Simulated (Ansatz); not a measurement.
Fluorite PbF₂ (high-temperature phase) was calculated with r²SCAN (Ansatz, a first-principles code, PAW).

Run with plane-wave cutoff 560 eV, 10×10×10 k mesh, Fermi–Dirac smearing 0.01 eV, scalar-relativistic PAW data made under PBE.

Response to compression and expansion:

| V (Å³/atom) | P (GPa) | direct gap at Γ (eV) | smallest gap on the k mesh (eV) |
|---|---|---|---|
| 16.258 | 5.53 | 9.964 | 4.910 |
| 16.604 | 3.47 | 9.801 | 4.924 |
| 16.950 | 1.63 | 9.641 | 4.935 |
| 17.296 | 0.00 | 9.486 | 4.944 |
| 17.642 | -1.46 | 9.335 | 4.949 |
| 17.988 | -2.76 | 9.187 | 4.951 |
| 18.334 | -3.92 | 9.043 | 4.950 |

The fundamental gap (4.93 eV at the equilibrium volume, with added k points) lies elsewhere than Γ–Γ.

Spin–orbit coupling is not included; with these elements it can move the gap by several tenths of an eV or more.
